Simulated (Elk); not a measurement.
Band structure of TcPt (R-3m, 2 atoms in the cell).

```
CELL_PARAMETERS angstrom
      1.37919     0.79627     4.56285
     -1.37919     0.79627     4.56285
      0.00000    -1.59255     4.56285
ATOMIC_POSITIONS crystal
  Tc 0.50000 0.50000 0.50000
  Pt 0.00000 0.00000 0.00000
```

Method: PBEsol, all-electron FP-LAPW, Elk's shipped species files, APW+lo basis with extra local orbitals (Elk).

Settings: xctype = 22; rgkmax = 8; stype = 1; swidth = 0.00183747 Ha; ngridk = 8 8 8; gmaxvr = 14 1/bohr; nxlo = 2; lorbcnd = true; rmtscf = 0.87; lmaxi = 2; nempty = 2.5 per atom; maxscl = 100.

The starting cell comes from a database of computed structures (which also holds hypothetical and non-ambient phases and stackings), without a prior relaxation at this level. Spin-orbit coupling is off. Spin polarisation is off. Values depend on the basis (sphere radii, cutoffs, local orbitals), which need not be converged.

Levels in eV from the Fermi level, bands 20 to 27:
```tsv
point	20	21	22	23	24	25	26	27
B	-2.10	-1.22	-0.91	0.16	1.30	5.49	6.53	6.86
Z	-2.85	-1.88	-1.88	-1.55	-1.55	0.67	0.67	13.02
Γ	-2.81	-2.81	-0.70	-0.70	-0.19	1.48	1.48	7.62
X	-2.15	-1.23	-0.81	0.08	1.17	5.36	6.29	7.48
```

Bands cross the Fermi level along this path, so the cell is metallic at this level.
